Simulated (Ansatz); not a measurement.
# LaBeNO (model structure, started from the LaZnOP type, P4/nmm, No. 129, 8 atoms in the cell)

Method: r²SCAN+SOC in Ansatz (PAW).

Numerical settings: plane-wave cutoff 560 eV, 10×10×6 k mesh (along the axes of the cell as run), Fermi–Dirac smearing 0.01 eV, PAW data made under PBE.

Cell (relaxed with PBEsol):

Space group P4/nmm, origin choice 1 (No. 129); a = 3.5599 Å, b = 3.5599 Å, c = 7.7671 Å, α = 90.00°, β = 90.00°, γ = 90.00°

| atom | site | symmetry | x | y | z |
|---|---|---|---|---|---|
| La | 2c | 4mm | 0.5000 | 0.0000 | 0.1806 |
| Be | 2b | -4m2 | 0.5000 | 0.5000 | 0.5000 |
| N | 2c | 4mm | 0.0000 | 0.5000 | 0.4141 |
| O | 2a | -4m2 | 0.0000 | 0.0000 | 0.0000 |

```
Item                                                     Result
-------------------------------------------  ------------------
band gap                                     2.46 eV (indirect)
smallest direct gap on the k points sampled             2.61 eV
```

Note: the relaxation could raise the start's symmetry but not lower it, so the cell can be a saddle point; cell and atoms aren't relaxed at this level (largest force component 0.19 eV/Å, pressure 3.5 GPa).

It cost around 4 core-minutes (rough) of CPU time.

A model structure was made by putting elements into a prototype or built by hand; it is no filed structure, need not be a known phase, and can be a saddle point held by its symmetry.

Ansatz is a first-principles code.
